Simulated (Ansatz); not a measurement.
The parent structure is CdTe in the zinc blende structure (space group F-43m, No. 216; a = 6.558 Å).

Structures relaxed with Ansatz (a quantum-chemistry and plane-wave program), r2SCAN, PAW, cutoff 500 eV, spin-orbit coupling left out.

Base:

Simulated powder pattern, Cu Kα1, λ = 1.54056 Å (kinematic, ideal powder, no thermal factors, no anomalous dispersion; the 10 strongest lines at most, above 2 %, up to 2θ = 90°):

```json
[
 {"2θ (°)": "23.48", "I/Imax (%)": "100", "hkl": "(111)"},
 {"2θ (°)": "38.81", "I/Imax (%)": "80", "hkl": "(220)"},
 {"2θ (°)": "45.86", "I/Imax (%)": "49", "hkl": "(311)"},
 {"2θ (°)": "56.05", "I/Imax (%)": "13", "hkl": "(400)"},
 {"2θ (°)": "61.60", "I/Imax (%)": "20", "hkl": "(331)"},
 {"2θ (°)": "70.26", "I/Imax (%)": "27", "hkl": "(422)"},
 {"2θ (°)": "75.23", "I/Imax (%)": "15", "hkl": "(511)"},
 {"2θ (°)": "83.28", "I/Imax (%)": "8.4", "hkl": "(440)"},
 {"2θ (°)": "88.04", "I/Imax (%)": "15", "hkl": "(531)"}
]
```

The change: hydrostatic tension (pressure −2 GPa).

### Question
Where do the lines fall after the change?

### Answer

Simulated powder pattern, Cu Kα1, λ = 1.54056 Å (kinematic, ideal powder, no thermal factors, no anomalous dispersion; the 10 strongest lines at most, above 2 %, up to 2θ = 90°):

```json
[
 {"2θ (°)": "23.03", "I/Imax (%)": "100", "hkl": "(111)"},
 {"2θ (°)": "38.05", "I/Imax (%)": "80", "hkl": "(220)"},
 {"2θ (°)": "44.95", "I/Imax (%)": "50", "hkl": "(311)"},
 {"2θ (°)": "54.91", "I/Imax (%)": "13", "hkl": "(400)"},
 {"2θ (°)": "60.32", "I/Imax (%)": "20", "hkl": "(331)"},
 {"2θ (°)": "68.76", "I/Imax (%)": "27", "hkl": "(422)"},
 {"2θ (°)": "73.59", "I/Imax (%)": "15", "hkl": "(511)"},
 {"2θ (°)": "81.39", "I/Imax (%)": "8.5", "hkl": "(440)"},
 {"2θ (°)": "85.99", "I/Imax (%)": "15", "hkl": "(531)"}
]
```

The indices refer to the base's conventional cell; one index is shown for lines that coincide.

Load acts through the strain it causes; cell and atoms are relaxed under it. No phonon test of stability was made.
